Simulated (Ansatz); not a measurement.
# Pressure series in MoTe2

Base system: MoTe2 in the 2H-MoS2 type structure (space group P6_3/mmc, No. 194; a = 3.497 Å, c = 13.696 Å; layered, stacked along the Cartesian z axis).

Cell and atoms are relaxed at each pressure.

Level of theory: Ansatz (an electronic-structure program), PBE-D3(BJ), PAW, cutoff 420 eV, no spin-orbit coupling.

```json
[
 {"change": "base", "lattice parameter a": "3.497 Å", "band gap": "0.60 eV", "c/a ratio": "3.917"},
 {"change": "pressure −2 GPa", "lattice parameter a": "3.535 Å", "band gap": "0.80 eV", "c/a ratio": "4.038"},
 {"change": "pressure −1 GPa", "lattice parameter a": "3.515 Å", "band gap": "0.68 eV", "c/a ratio": "3.957"},
 {"change": "pressure 0.9 GPa", "lattice parameter a": "3.482 Å", "band gap": "0.52 eV", "c/a ratio": "3.894"},
 {"change": "pressure 4.5 GPa", "lattice parameter a": "3.430 Å", "band gap": "0.23 eV", "c/a ratio": "3.855"},
 {"change": "pressure 9 GPa", "lattice parameter a": "3.377 Å", "band gap": "zero", "c/a ratio": "3.838"},
 {"change": "pressure 15 GPa", "lattice parameter a": "3.319 Å", "band gap": "zero", "c/a ratio": "3.831"},
 {"change": "pressure 22.5 GPa", "lattice parameter a": "___", "band gap": "zero", "c/a ratio": "___"},
 {"change": "pressure 30 GPa", "lattice parameter a": "3.206 Å", "band gap": "zero", "c/a ratio": "3.873"}
]
```

Question: What belongs in the blanks?

Answer: 
- pressure 22.5 GPa, lattice parameter a: 3.258 Å
- pressure 22.5 GPa, c/a ratio: 3.848

A case with no gap was solved on a k-mesh chosen for an insulator, which is coarse for it. With Te present, leaving out spin-orbit coupling can change the band edges. Load acts through the strain it causes; cell and atoms are relaxed under it. Stability against distortions was not tested. No other phases were tried under pressure. All final runs are without spin polarisation. The D3 term's C6 switches between coordination references near this geometry, which can add small steps to energies. The zero or small gap of MoTe2 under pressure 4.5 GPa, MoTe2 under pressure 9 GPa, MoTe2 under pressure 15 GPa and MoTe2 under pressure 22.5 GPa can change with the level of theory.
